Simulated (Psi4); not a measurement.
Psi4 1.11, B3LYP/def2-svpd: Bi(Br)2(TeH) ([Br][Bi]([Br])[TeH]), 5 atoms. The geometry is a generated start, not checked to be a minimum at this level.

```
Property                                             Result
--------------------------  -------------------------------
task                                                 energy
method                                                b3lyp
basis                                             def2-svpd
memory                                                 3 GB
maxiter                                                 100
keys of the molecule block                      symmetry c1
scf_type                                       df (default)
guess                        auto, which took SAD (default)
scf_initial_accelerator                     adiis (default)
e_convergence                               1e-06 (default)
d_convergence                               1e-06 (default)
dft_radial_points                              75 (default)
dft_spherical_points                          302 (default)
effective core potentials   those of the basis set, past Kr
basis functions                                         157
grid points                                          109485
```

```xyz
5

Bi    -0.5887     0.3405     0.8985
Br    -2.5868    -0.6273    -0.4989
Br    -0.4010     2.5567    -0.5151
Te     1.2963    -1.0520    -0.6000
H      2.2802    -1.2179     0.7155
```

One run each on 2 threads. Values of diis_max_vecs tried: 3, 6, 10 (default), 20.

Q: Predict the course of the SCF iterations along this series.

A: Fewest SCF iterations, within one of each other: 6 with 12, 10 (default) with 12, 20 with 12. The count rises to 19 at 3. All converge to one solution.

| diis_max_vecs | SCF iterations | end |
|---|---|---|
| 3 | 19 | same solution |
| 6 | 12 | same solution |
| 10 (default) | 12 | same solution |
| 20 | 12 | same solution |
